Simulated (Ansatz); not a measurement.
Consider GaAs in the zinc blende structure (space group F-43m, No. 216; a = 5.659 Å).

Perturbation: Al replaces 75.0 % of the Ga, ordered in a cell of 8 atoms (starting symmetry P-4m2) and fully relaxed.

The other end (x = 1) is AlAs in the zinc blende structure (space group F-43m, No. 216): 22.84 Å³/atom, gap 1.34 eV.

Levels (all Ansatz, a program for electronic structure, PAW, earlier PAW set): PBEsol (420 eV, no spin-orbit coupling); HSE06 (420 eV, no SOC).

The geometry is relaxed with PBEsol.

```
Item               Value
---------------  -------
PBEsol band gap  1.33 eV
```

What does HSE06 give at this geometry for the band gap?

The band gap grows by 0.734 eV (1.33 eV → 2.07 eV).

Single points use the geometry relaxed with PBEsol. HSE06 was sampled on its mesh, a few special points and the semilocal edge points, so its gap is an upper bound. Each cell is one ordered arrangement of few atoms, which overstates ordering effects compared with a random alloy. Whether these cells are dynamically stable was not tested.
